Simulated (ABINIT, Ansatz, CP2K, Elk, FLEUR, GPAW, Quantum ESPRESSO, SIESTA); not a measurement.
Code comparison for GaN (F-43m, 2 atoms in the cell)

Self-consistent single point.

```
CELL_PARAMETERS angstrom
      0.00000     2.27806     2.27806
      2.27806     0.00000     2.27806
      2.27806     2.27806     0.00000
ATOMIC_POSITIONS crystal
  Ga 0.00000 0.00000 0.00000
  N  0.75000 0.75000 0.75000
```

All programs got the same cell, k-point mesh and kind of occupations (some realise fixed ones as a very narrow smearing) (in Ansatz's words: kpoints.mp_grid.grid = 6 6 6; scf.occupations.method = fixed); potentials, basis and cutoffs are each program's usual ones.

```csv
code,model,pressure (GPa),gap on the mesh (eV),k-points,cutoff
FLEUR,"PBE, all-electron FLAPW (FLEUR), scalar-relativistic valence",–,1.498,16,Kmax 4.8 1/bohr
CP2K,"PBE, GPW, DZVP-MOLOPT-SR-GTH basis, GTH-PBE potentials (GTH_POTENTIALS)",1.22,1.495,112,grid 600 Ry
Ansatz,"PBE, default PAW files",-1.40,1.506,16,default
SIESTA,"GGA PBE, numerical atomic orbitals TZP, PseudoDojo PBE standard norm-conserving potentials (rewritten from UPF to PSML)",0.43,1.580,132,grid 400 Ry
GPAW,"PBE, GPAW PAW datasets PBE (gpaw-data 1.0.1)",–,1.619,16,900 eV
Quantum ESPRESSO,"PBE, PseudoDojo standard norm-conserving (PBE) pseudopotentials",-0.75,1.544,16,85 Ry
ABINIT,"PBE, PAW (JTH v2.0 PBE PAW)",-0.50,1.503,16,52 Ry
Elk,"PBE, all-electron FP-LAPW, Elk's shipped species files, APW+lo basis with extra local orbitals",–,1.513,22,rgkmax 7.5
```

A dash marks a value that a program does not give, or that is left out as unsure.

Gaps are read on the mesh.

The spread over the programs that give each value: pressure within 2.62 GPa; gap on the mesh within 0.124 eV.

The starting cell comes from a database of computed structures (which also holds hypothetical and non-ambient phases and stackings), without a prior relaxation at this level. Its lattice was rescaled by a random factor within 2.5 % of one.

Why do the programs differ, and what cannot be compared?

Differences of this kind can come from the potentials, where these differ, and from what each basis and cutoff leave unconverged. The valence holds different numbers of electrons (FLEUR 18, CP2K 18, Ansatz (a program for electronic structure) 18, SIESTA 18, GPAW 8, Quantum ESPRESSO 18, ABINIT 18). The zero of total energies and Fermi levels follows the potentials and each program's conventions, so they are not compared here. CP2K and SIESTA use small atom-centred bases, whose incompleteness enters pressures, forces and empty levels differently from a plane-wave cutoff. FLEUR and Elk treat all electrons, but the usual bases taken here (sphere radii, linearisation, local orbitals, empty states) were not tested for convergence, so the values are no reference for the others. Ansatz's pressure is given at a fixed set of plane waves, as the other plane-wave codes print theirs; with its correction for the finite basis it is -0.91 GPa (the shift of 0.49 GPa shows how far the cutoff is from converged). The pressure of GPAW is left out: its cutoff lies under the one at which its stress was checked. The programs reduce the same mesh by symmetry to different extents, which changes the work and not the result. In the pressure, CP2K (by 1.97) and SIESTA (by 1.17) lie more than 1 GPa from the median of the plane-wave programs.

Keys are those of Ansatz 0.2.
